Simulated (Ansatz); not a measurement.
## BeS in the zinc blende structure (space group F-43m, No. 216)

```cif
data_BeS
_chemical_formula_sum 'S1 Be1'
_space_group_name_H-M_alt 'P 1'
_space_group_IT_number 1
_cell_length_a 3.42098
_cell_length_b 3.42098
_cell_length_c 3.42098
_cell_angle_alpha 60.000
_cell_angle_beta 60.000
_cell_angle_gamma 60.000
loop_
_space_group_symop_operation_xyz
  'x, y, z'
loop_
_atom_site_label
_atom_site_type_symbol
_atom_site_fract_x
_atom_site_fract_y
_atom_site_fract_z
_atom_site_occupancy
S1 S 0.75000 0.75000 0.75000 1
Be1 Be 0.00000 0.00000 0.00000 1
```

The values are results of Ansatz (a quantum-chemistry and plane-wave program) PBEsol, scalar-relativistic without spin-orbit coupling, not measurements. k-mesh 12×12×12 (Γ-centred); smearing 0.05 eV (Fermi–Dirac).

| Quantity | Value |
|---|---|
| Volume per atom | 14.15 Å³ |
| Density | 2.41 g/cm³ |
| Band gap | 2.91 eV, indirect, Γ → X |
| Electron mass | 0.80 mₑ along k, 0.28 mₑ across |
| Hole mass (degenerate bands, along [100]) | 0.33, 0.55, 0.55 mₑ |
| Lowest conduction-band minima above the VBM | X along ⟨100⟩ 2.91 eV |
| Total energy | -488.722 eV/atom (σ→0; compares only within this code and set-up) |

Effective masses come from finite differences of ±0.01 Å⁻¹. Along k means along the line from Γ to the band edge. Whether these cells are dynamically stable was not tested.
